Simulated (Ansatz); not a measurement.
Ansatz (a first-principles code) run on SbAs (R3m, 2 atoms in the cell): relaxation of cell and atoms.

Level of theory: LDA (PW92), default PAW files made with PBE (plane waves; Ansatz).

The change in words: atoms on their sites; relax: default → cell and atoms. Reference geometry:
```
CELL_PARAMETERS angstrom
      2.02662     1.17007     3.70544
     -2.02662     1.17007     3.70544
      0.00000    -2.34014     3.70544
ATOMIC_POSITIONS crystal
  Sb 0.23360 0.23360 0.23360
  As 0.77090 0.77090 0.77090
```

Reference input (self-consistent single point, DFT, LDA (PW92), plane waves, default PAW files made with PBE): basis.ecutwfc = 420 eV; kpoints.mp_grid.grid = 10 10 10; hamiltonian.xc = lda; hamiltonian.pseudopotentials = {kind: paw} (the program's default PAW files); scf.occupations.method = fermi_dirac; scf.occupations.width = 0.1 eV. This run's input differs from it in these lines:

```diff
@@ -7,3 +7,3 @@
   atoms:
-    - { symbol: Sb, position: [0.233598, 0.233598, 0.233598] }
+    - { symbol: Sb, position: [0.229100, 0.229100, 0.229100] }
     - { symbol: As, position: [0.770897, 0.770897, 0.770897] }
@@ -18,2 +18,4 @@
   occupations: { method: fermi_dirac, width: 0.1 }
+relax:
+  cell: {}
 output:
```

The program printed (abridged):

```
   [... SCF lines of the steps left out ...]
relax step   1: F+E_penalty+E_count = -11109.47524475 eV  Δ(F+E_penalty+E_count) = +0.000e0 eV  max|allowed force component| = 7.252e-2 eV/Å  Δτ_max = 0.0000 Å  P = -2.526 GPa  Ω = 52.720 Å³  (7 SCF iters, dr2 threshold 1.00e-7 eV, accepted)
relax step   2: F+E_penalty+E_count = -11109.49430189 eV  Δ(F+E_penalty+E_count) = -1.906e-2 eV  max|allowed force component| = 1.374e-2 eV/Å  Δτ_max = 0.0730 Å  P = +2.646 GPa  Ω = 47.092 Å³  energy of the carried Pulay correction = +1.310e-3 eV  [...]
   [... lines left out ...]
relax step   7: F+E_penalty+E_count = -11109.51848342 eV  Δ(F+E_penalty+E_count) = -1.395e-5 eV  max|allowed force component| = 9.370e-5 eV/Å  Δτ_max = 0.0003 Å  P = -0.002 GPa  Ω = 48.933 Å³  energy of the carried Pulay correction = +8.658e-4 eV  [...]
relax step   8: F+E_penalty+E_count = -11109.51768715 eV  Δ(F+E_penalty+E_count) = +7.963e-4 eV  max|allowed force component| = 2.018e-4 eV/Å  Δτ_max = 0.0000 Å  P = -0.006 GPa  Ω = 48.933 Å³  stress off target by 8.24e-3 GPa  SCF on the basis [...]
basis re-selected at this cell: Δ(F+E_penalty+E_count) = +7.963e-4 eV, ΔP = -0.004 GPa vs the last step
the relaxation is at rest under the 6 symmetry operations that the run kept from its start: a minimum is not shown …
Free energy (F): -11109.517687 eV
Internal energy: -11109.509113 eV  (E = F + TS)
E sigma→0 (E₀):  -11109.513400 eV
Entropy (-TS):   -0.008574 eV (-4.287 meV/atom)
Fermi energy:    10.796220 eV
--- Forces (eV/Å), atoms counted from 1 ---
  atom   1  Sb    -0.00000000     0.00000000     0.00020182
   [... lines left out ...]
  cell:  # Å, volume = 48.9330 Å³
    - [2.014947337243334, 1.1633305440524842, 3.4792357360507102]
    - [-2.014947337243334, 1.1633305440524842, 3.4792357360507102]
    - [6.300485150659238e-34, -2.326660618628587, 3.4792358930266016]
  atoms:
    - { symbol: Sb, position: [0.23399572963737217, 0.23399572963737217, 0.2339957296373721] }
    - { symbol: As, position: [0.7660012703626281, 0.7660012703626281, 0.766001270362628] }
```

The run converged. 

Summary of the result:
- Free energy E − TS (on the zero of these files) = -11109.5177 eV
- Fermi level (on the code's own zero) = 10.80 eV
- Pressure = -0.01 GPa
- Final cell = a = b = c = 4.1855 Å, α = β = γ = 57.56°
- Final volume per atom = 24.47 Å³
- Relaxation steps = 8

The starting cell comes from a database of computed structures (which also holds hypothetical and non-ambient phases and stackings), without a prior relaxation at this level. Its lattice was rescaled by up to half a per cent. The relaxation keeps the symmetry of its start, so its end need not be a minimum. Ansatz's pressure includes its estimate of the finite-basis (Pulay) stress. The run gives no clean gap (levels at the Fermi energy touch, overlap or are partly filled at this smearing), which alone does not show that the compound is a metal.

Cost on one core of a shared machine: roughly 90 s.

Keys are those of Ansatz 0.2.
